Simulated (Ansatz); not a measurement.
# CrI3: pressure series

Base system: CrI$_{3}$ in the BiI3 type structure (space group R-3, No. 148; a = 6.656 Å, c = 18.622 Å (hexagonal axes); ferromagnetic; layered, stacked along the Cartesian z axis).

Cell and atoms are relaxed at each pressure.

Calculations: PBEsol-D3(BJ)/PAW in Ansatz (a first-principles code), scalar-relativistic without spin-orbit coupling, earlier PAW set.

Notes on the quantities. enthalpy: H = E + PV relative to the base's energy.

```
case              lattice parameter a       enthalpy  largest site moment
----------------  -------------------  -------------  -------------------
base                          6.656 Å              –              2.85 μB
pressure 0.3 GPa              6.635 Å  +0.06 eV/atom              2.85 μB
pressure 0.7 GPa                    ?  +0.13 eV/atom              2.84 μB
pressure 1.5 GPa              6.562 Å  +0.27 eV/atom              2.82 μB
```

Complete the table.


- pressure 0.7 GPa, lattice parameter a: 6.609 Å

The magnetic state is the one reached from the starting moments; the real material's order can differ, and small cells can't hold many antiferromagnetic ones. Load acts through the strain it causes; cell and atoms are relaxed under it. Whether these cells are dynamically stable was not tested.
